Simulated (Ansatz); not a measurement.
The starting structures come from a database of crystals and need not be the phases stable at ambient conditions.

```
CELL_PARAMETERS angstrom
      3.74096     0.00000     0.00000
      0.00000    14.84054     0.00000
      1.87048     0.00000     3.23977
ATOMIC_POSITIONS crystal
  Sc 0.00000 0.50000 0.00000
  Sc 0.00000 0.00000 0.00000
  Tl 0.66667 0.25000 0.66667
  Tl 0.33333 0.75000 0.33333
  S  0.33333 0.09552 0.33333
  S  0.66667 0.90448 0.66667
  S  0.66667 0.59552 0.66667
  S  0.33333 0.40448 0.33333
```

Space group of this cell: P6_3/mmc. The cell was relaxed by PBE-D3(BJ); by PBEsol its mean pressure is -0.8 GPa.

Transport runs along the normal of the first two printed cell vectors, the (100) plane of the conventional cell.

The gap is the functional's own. No spin-orbit coupling. Mid-gap values are interpolated on the energy grid.

Compute, with PBEsol in Ansatz (a quantum-chemistry and plane-wave program), the band gap and the smallest decay constant κ at mid-gap.

Gap 0.81 eV on a 10×2×10 mesh; κ = 0.204 1/Å, at the zone centre.
